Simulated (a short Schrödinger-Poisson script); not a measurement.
System: MOS inversion layer, SiO2 on p-type Si(100), at 300 K.

| layer | material | thickness (nm) | Na (cm⁻³) |
|---|---|---|---|
| 1 | SiO2 | 2.8 | - |
| 2 | Si | 840 | 2.6e17 |

The device is made up for the run: typed textbook-type constants, with dimensions and the other settings drawn at random. SiO2: permittivity 3.9, conduction-band edge (eV) 3.15, gap (eV) 9, electron mass (mₑ) 0.5. Si: permittivity 11.7, conduction-band edge (eV) 0, gap (eV) 1.124, Nv at 300 K (cm⁻³) 3.1e19.

Channel valleys (confinement mass, in-plane density-of-states mass, number): Δ2 0.916, 0.19, 2; Δ4 0.19, 0.417, 4. At the gate the conduction-band edge of layer 1 lies 3.66 eV − eVg above the Fermi level of the channel; the field vanishes at the back. Gaps are held at their typed values at every temperature. Mesh 0.03 nm at interfaces.

Solved with a short Schrödinger-Poisson script written for these runs: 1D Poisson equation in equilibrium, electrons quantum, Hartree (BenDaniel-Duke, 12 states a valley, the channel's in-plane mass for all, wave functions ending at the dielectric), parabolic valleys, classical holes, full ionisation, no traps, pinning or gate leakage.

The same stack at other levels of the model or other numerical settings:

```tsv
run	sheet density of all electrons at Vg = 2.2 V (cm⁻²)	sheet density of all electrons at Vg = 1 V (cm⁻²)	capacitance at Vg = 2.2 V (μF/cm²)	centroid of the channel electrons at Vg = 2.2 V (nm)	rough cost against the base
base	9.17e12	1.43e12	1.08	1.56	about 1
electrons treated as classical, Boltzmann	[?]	1.94e12	[?]	0.45	0.04
electrons treated as classical, Fermi-Dirac	[?]	1.91e12	1.15	0.64	0.2
mesh six times as coarse	9.17e12	1.43e12	1.08	1.55	0.3
one subband a valley	9.15e12	1.41e12	1.08	1.51	0.5
```

Question: Complete the blanks.

Answer: 
- electrons treated as classical, Boltzmann, capacitance at Vg = 2.2 V (μF/cm²): 1.19
- electrons treated as classical, Fermi-Dirac, sheet density of all electrons at Vg = 2.2 V (cm⁻²): 1.03e13
- electrons treated as classical, Boltzmann, sheet density of all electrons at Vg = 2.2 V (cm⁻²): 1.06e13

The classical rows ignore confinement, and Boltzmann statistics overrate the density once the band edge passes the Fermi level.
